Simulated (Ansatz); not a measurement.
The reference is Pt in the fcc (Cu type) structure (space group Fm-3m, No. 225; relaxed with 0.1 eV smearing).

```
CELL_PARAMETERS angstrom
      0.00000     1.97088     1.97088
      1.97088     0.00000     1.97088
      1.97088     1.97088     0.00000
ATOMIC_POSITIONS crystal
  Pt 0.00000 0.00000 0.00000
```

Cartesian axes are those of the cell as printed.

Method: r2SCAN (Ansatz, a program for electronic structure, PAW, without spin-orbit coupling).

One thing is altered: a pure shear with ε_xy = ε_yx = 0.0200; the atoms relax in the strained cell.

Question: Predict the stress tensor and what it implies for the stiffness.

Answer: Stress of the strained cell less that of the base (GPa, compression positive):
```
    0.9    -3.0     0.0
   -3.0     0.9     0.0
    0.0     0.0    -0.5
```

Then −Δσ/γ with γ = 2ε = 0.0400 gives secant stiffness values (nonlinear terms included at this strain): C66 ≈ 75 GPa.

As a check, the harmonic strain energy −½ V₀ Δσ:ε is 5.7 meV/atom; the computed energy rise is 5.6 meV/atom.

Whether these cells are dynamically stable was not tested. The final runs are not spin-polarised.
